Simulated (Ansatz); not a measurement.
Where the default PAW files enter, the runs use the earlier of Ansatz's two default sets.

## Evanescent states of SiO$_{2}$ (P4_2/mnm, rutile, 6 atoms a cell, 7.9 Å³ an atom, -5 GPa at this level) along the normal of (100)

Calculation: r2SCAN (plane waves, PAW; Ansatz, a first-principles code).

The gap is the functional's own. No spin-orbit coupling. Mid-gap values are those at the computed energy nearest the middle.

Energies count from the valence-band top; κ is the least over a 12×8 mesh across the current.

| E (eV) | κ (1/Å) | where |
|---|---|---|
| 0.14 | 0.208 | Γ |
| 0.43 | 0.325 | Γ |
| 0.72 | 0.369 | Γ |
| 1.01 | 0.377 | Γ |
| 1.30 | 0.391 | Γ |
| 1.59 | 0.403 | Γ |
| 1.89 | 0.413 | Γ |
| 2.17 | 0.420 | Γ |
| 2.46 | 0.424 | Γ |
| 2.75 | 0.427 | Γ |
| 3.04 | 0.426 | Γ |
| 3.33 | 0.423 | Γ |
| 3.62 | 0.417 | Γ |
| 3.92 | 0.409 | Γ |
| 4.21 | 0.397 | Γ |
| 4.50 | 0.381 | Γ |
| 4.79 | 0.360 | Γ |
| 5.08 | 0.334 | Γ |
| 5.37 | 0.301 | Γ |
| 5.66 | 0.256 | Γ |
| 5.95 | 0.191 | Γ |
| 6.24 | 0.060 | Γ |

**Question.** How thick must the barrier be to attenuate the transmission by 10^4 when the electrodes' Fermi level lies at 4.21 eV, and what attenuation does that film give at 2.46 eV?

**Answer.** d = 4 ln 10 / (2 × 0.397) = 11.6 Å. At 2.46 eV it gives 4 × 0.424/0.397 = 4.3 decades.
